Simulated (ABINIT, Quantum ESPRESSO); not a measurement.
A Quantum ESPRESSO input for a self-consistent single point of ReTc (P1, 2 atoms in the cell) (DFT, PBEsol, plane waves, GBRV 1.5 ultrasoft (PBESOL) pseudopotentials):

```fortran
&CONTROL
  calculation = 'scf'
  prefix = 'retc'
  outdir = './tmp/'
  pseudo_dir = './'
  tprnfor = .true.
  tstress = .true.
/
&SYSTEM
  ibrav = 0
  celldm(1) = 5.19542403
  nat = 2
  ntyp = 2
  ecutwfc = 40
  ecutrho = 320
  occupations = 'smearing'
  smearing = 'gaussian'
  degauss = 0.0147
/
&ELECTRONS
  conv_thr = 1e-10
  mixing_beta = 0.7
/
ATOMIC_SPECIES
Tc    97.9072  tc_pbesol_v1.uspp.F.UPF
Re   186.2070  re_pbesol_v1.2.uspp.F.UPF
CELL_PARAMETERS {alat}
   1.00000000     0.00000000     0.00000000
  -0.50000000     0.86602554     0.00000000
   0.00000000     0.00000000     1.61505474
ATOMIC_POSITIONS {crystal}
Tc    0.65217700    0.32541800    0.00202000
Re    0.01449000    0.00791500    0.49798000
K_POINTS {automatic}
11 11 6  0 0 0
```

Problem. Write the same calculation as an input for ABINIT.

Solution. One input that does it (others would too):

```
# ReTc, JTH v2.0 PBE PAW
pp_dirpath "./"
pseudos "Tc.GGA_PBE-JTH.xml, Re.GGA_PBE-JTH.xml"
acell 5.1954240344 5.1954246193 8.3908942194
rprim
         1.0000000000    0.0000000000    0.0000000000
        -0.4999999437    0.8660254363    0.0000000000
         0.0000000000    0.0000000000    1.0000000000
natom 2
ntypat 2
znucl 43 75
typat 1 2
xcart
         2.5429938113    1.4641759452    0.0169496063
         0.0547208036    0.0356125125    4.1784975034
ecut 544 eV
pawecutdg 1088 eV
pawxcdev 0
ixc -116133
occopt 7
tsmear 0.00734986
nband 21
kptopt 1
ngkpt 11 11 6
nshiftk 1
shiftk 0 0 0
nstep 60
tolvrs 1.0e-12
prtwf 0
prtden 0
```

Basis, cutoffs, solver keys and any potentials are the target program's own. This input uses DFT, PBEsol, plane waves, PAW (JTH v2.0 PBE PAW, files made for PBE).

The starting cell comes from a database of computed structures (which also holds hypothetical and non-ambient phases and stackings), without a prior relaxation at this level. For this run, on top of that: atoms moved at random.
